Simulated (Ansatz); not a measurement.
Base system: Ge in the diamond structure (space group Fd-3m, No. 227).

Ge is modelled in the cubic space group Fd-3m, origin choice 1 (No. 227), the diamond structure, Pearson symbol cF8. Conventional cell: a = b = c = 5.6762 Å, α = β = γ = 90.00°. Ge on 8a is surrounded by 4 Ge at 2.458 Å (tetrahedral). (Neighbours: up to the widest gap in distance over summed covalent radii, below 1.35, at either atom.)
(The calculation used a cell of 2 atoms; values per cell refer to that cell.)

Calculations: PBEsol, PAW, 420 eV (Ansatz, a program for electronic structure; no spin-orbit coupling).

Before the change:

```
Property               Value
-------------------  -------
Lattice parameter a  5.676 Å
```

Perturbation: every Ge is replaced by Be, then cell and atoms are relaxed.

Tabulated Pauling electronegativity and covalent radius: Ge 2.01, 1.20 Å; Be 1.57, 0.96 Å.

### Question
Predict the new lattice parameter a.

### Answer
The lattice parameter a decreases by 0.802 Å to 4.874 Å.

No phonon test of stability was made. As relaxed here, Be is a hypothetical phase, not in the database extracts checked.
